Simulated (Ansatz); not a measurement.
**O on the 1x1 (0001) surface of beta Si3N4 (cut with top plane 4 N + 3 Si), one in a 1x1 cell, started at the site 'top N #2'**

Host crystal: beta Si3N4, with a band gap (PBE, scalar-relativistic without spin-orbit coupling).

Level of theory: r2SCAN, at the PBE geometry and the start's symmetry (plane waves to 500 eV, PAW; Ansatz, a first-principles code).

Slab: 43 atoms, 7.8 Å thick at the start under the adsorbate (thin: gaps and levels are the slab's own); k 3x3x1, smearing 0.01 eV, dipole-corrected; single point; no symmetry held, on the structure that PBE left; spin-polarised, no spin-orbit, no U, no dispersion correction. The starting moment vanished. The program's check for a lower electronic state was not made. At the end it is bonded to Si. In PBE it is, or lies within 0.03 eV of, the lowest of the starts that converged; the order may differ at this level.

```json
{
  "energy of the end state, in which the adsorbate paired with a surface N atom, against ½ O2(g) at the same level": "-0.97 eV",
  "gap_of_the_slab_on_its_k_mesh": "2.72 eV",
  "highest_filled_level_below_the_top_vacuum_level": "6.60 eV",
  "change_of_the_step_from_the_bottom_to_the_top_vacuum_level_against_the_clean_slab": "0.39 eV",
  "height of the binding atom over the mean of the host atoms within 0.3 Å of the top one": "0.784 Å",
  "magnetic_moment_of_the_cell": "0.00 μB",
  "caution": "the clean host was not checked against rearrangement in a larger or rattled cell",
  "note": "in the relaxation the adsorbate left its starting site by 1.1 Å",
  "cost": "roughly 12 core-minutes"
}
```

A negative adsorption energy means that the adsorbate is more stable on the surface than in its reference.
